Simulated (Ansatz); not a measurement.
## Variants of one calculation on K2CuCl2F2 (I4/mmm, 7 atoms in the cell)

```yaml
crystal:
  lattice:
    - [-2.51988, 2.51988, 6.36761]
    - [2.51988, -2.51988, 6.36761]
    - [2.51988, 2.51988, -6.36761]
  atoms:
    - { symbol: K, position: [0.65114, 0.65114, 0.00000] }
    - { symbol: K, position: [0.34886, 0.34886, 0.00000] }
    - { symbol: Cu, position: [0.00000, 0.00000, 0.00000], spin: 1.0 }
    - { symbol: Cl, position: [0.50000, 0.00000, 0.50000] }
    - { symbol: Cl, position: [0.00000, 0.50000, 0.50000] }
    - { symbol: F, position: [0.84927, 0.84927, 0.00000] }
    - { symbol: F, position: [0.15073, 0.15073, 0.00000] }
```
(The spins are starting values, not results.)

Base run A: PBEsol, PAW files made with PBE in Ansatz (an electronic-structure program), self-consistent single point.

Its settings: kpoints.mp_grid.grid = 6 6 6; kpoints.mp_grid.shift = 0.5 0.5 0.5; hamiltonian.xc = pbesol; hamiltonian.pseudopotentials = {kind: paw} (the program's default PAW files); magnetization.spin_polarized = true; scf.occupations.method = methfessel_paxton; scf.occupations.width = 0.272 eV.

The starting cell comes from a database of computed structures (which also holds hypothetical and non-ambient phases and stackings), without a prior relaxation at this level. With one magnetic atom in the cell only a parallel order is possible. Ansatz's pressure includes its estimate of the finite-basis (Pulay) stress.

ΔF is the free energy per atom less that of run A. A dash stands where there is no value to compare (another energy zero or no entropy term, no result, no spin, no clean gap, or a mesh too coarse for one). 

Runs:
- B: scf.occupations.width: 0.272 eV → 0.05 eV
- C: kpoints.mp_grid.grid: 6 6 6 → 5 5 5; scf.occupations.width: 0.272 eV → 0.03 eV
- D: scf.occupations.method: methfessel_paxton → gaussian; scf.occupations.width: 0.272 eV → 0.1 eV
- E: crystal.symmetry.detect: default → false
- F: magnetization.spin_polarized: true → default
- G: scf.mixing.algorithm: default (the program chose MSR1) → broyden; scf.mixing.beta_mag: default → 0.5
- H: scf.mixing.algorithm: default (the program chose MSR1) → anderson; scf.mixing.beta: default → 0.5
- I: scf.mixing.preconditioner: default (the program chose Kerker) → none

```
run  ΔF (meV/atom)  pressure (GPa)  largest force (eV/Å)  size of the net moment (μB/atom)  k-points
---  -------------  --------------  --------------------  --------------------------------  --------
A             0.00           -1.94                 0.260                              0.14        28
B            -0.33           -1.94                 0.233                              0.14        28
C             0.33           -1.93                 0.296                              0.14        18
D            -0.69           -1.94                 0.245                              0.14        28
E             0.00           -1.94                 0.260                              0.14       108
F             10.6           -2.06                 0.313                                 –        28
G             0.00           -1.94                 0.260                              0.14        28
H             0.00           -1.94                 0.260                              0.14        28
I             0.00           -1.94                 0.260                              0.14        28
```

Run C against A: The free energy hardly moves (within 1 meV/atom), the pressure moves little (-1.94 to -1.93 GPa), the largest force goes from 0.260 to 0.296 eV/Å and the size of the net moment stays at 0.14 μB/atom.

Run F against A: The free energy rises by 10.6 meV/atom, the pressure goes from -1.94 to -2.06 GPa, the largest force goes from 0.260 to 0.313 eV/Å and the net moment of 0.14 μB/atom is absent without spin.

Keys are those of Ansatz 0.2.
